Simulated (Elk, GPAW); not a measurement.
A GPAW input for a self-consistent single point of PbSe₂ (I4/mcm, 6 atoms in the cell) (DFT PBEsol, plane waves, GPAW PAW datasets PBEsol (made by gpaw-setup)):

```python
from ase import Atoms
from ase.units import GPa
from gpaw import GPAW, PW

atoms = Atoms(['Pb', 'Pb', 'Se', 'Se', 'Se', 'Se'],
              cell=[[-3.220499, 3.220499, 3.880343],
                    [3.220499, -3.220499, 3.880343],
                    [3.220499, 3.220499, -3.880343]],
              scaled_positions=[[0.250000, 0.250000, 0.000000],
                                [0.750000, 0.750000, 0.000000],
                                [0.629820, 0.129820, 0.759640],
                                [0.370180, 0.870180, 0.240360],
                                [0.129820, 0.370180, 0.500000],
                                [0.870180, 0.629820, 0.500000]],
              pbc=True)

calc = GPAW(mode=PW(550),
            xc='PBEsol',
            kpts={'size': (4, 4, 4), 'gamma': True},
            occupations={'name': 'methfessel-paxton', 'width': 0.2, 'order': 0},
            nbands=-12,
            convergence={'forces': 0.001},
            symmetry={'symmorphic': False, 'tolerance': 0.0005},
            maxiter=150)

atoms.calc = calc

energy = atoms.get_potential_energy()
print('Energy (eV):', round(energy, 6))
forces = atoms.get_forces()
print('Forces (eV/Ang):')
print(forces.round(5))
stress = atoms.get_stress()
print('Stress (GPa, Voigt):', (stress / GPa).round(4))
```

**Question.** Give the Elk input for the same structure, mesh, smearing and functional.

**Answer.** This is the input that was run; spellings and numerical settings could be chosen otherwise.

```
tasks
  0

xctype
  22

rmtscf
  0.87

stype
  0

swidth
  0.00734986

maxscl
  100

avec
   -6.0858610946    6.0858610946    7.3327855396
    6.0858610946   -6.0858610946    7.3327855396
    6.0858610946    6.0858610946   -7.3327855396

sppath
  './'

atoms
  2
  'Pb.in'
  2
  0.2500000000  0.2500000000  0.0000000000    0.0 0.0 0.0
  0.7500000000  0.7500000000  0.0000000000    0.0 0.0 0.0
  'Se.in'
  4
  0.6298200000  0.1298200000  0.7596400000    0.0 0.0 0.0
  0.3701800000  0.8701800000  0.2403600000    0.0 0.0 0.0
  0.1298200000  0.3701800000  0.5000000000    0.0 0.0 0.0
  0.8701800000  0.6298200000  0.5000000000    0.0 0.0 0.0

ngridk
  4 4 4
```

Basis, cutoffs, solver keys and any potentials are the target program's own. This input uses DFT, PBEsol, all-electron FP-LAPW, Elk's shipped species files, default APW+lo basis.

The starting cell comes from a database of computed structures (which also holds hypothetical and non-ambient phases and stackings), without a prior relaxation at this level. Its lattice was rescaled by a random factor within 2.5 % of one.
